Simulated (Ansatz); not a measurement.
Cost and result by functional for the surface energy of the (310) surface of bcc Ta in its 1x1 cell, outermost plane spacing 1.05 Å in the ideal cut, in Ansatz (plane waves, PAW). Single points on the PBE structure, on one kind of machine; costs are rough ratios of the slab run's core time (references not counted) to the cheapest single point. r2SCAN's cost holds its higher cutoff (500 against 420 eV). Differences are taken against r2SCAN for comparison alone: no measured value is at hand, so the table doesn't rank accuracy.

Set-up: 11 atoms, 10.5 Å thick at the start (thin: gaps and levels are the slab's own); mesh 12x7x1; 0.1 eV smearing; dipole correction on; all atoms relaxed; held to the part of the start's symmetry that mesh and held atoms allow; no spin, no spin-orbit, no U. These notes are the PBE run's.

| functional | relative cost | surface energy (J/m²) | less r2SCAN (J/m²) |
|---|---|---|---|
| LDA | 1 | 2.91 | 0.16 |
| RPBE | 1 | 2.38 | -0.36 |
| PBEsol | 1 | 2.82 | 0.08 |
| r2SCAN | 2 | 2.75 | 0.00 |
| PBE (the relaxed run's value) | – | 2.55 | -0.20 |

The values span 0.53 J/m², while the single points' costs differ by a factor of roughly 2. Differences are of unrounded values.

Ansatz is an electronic-structure program.
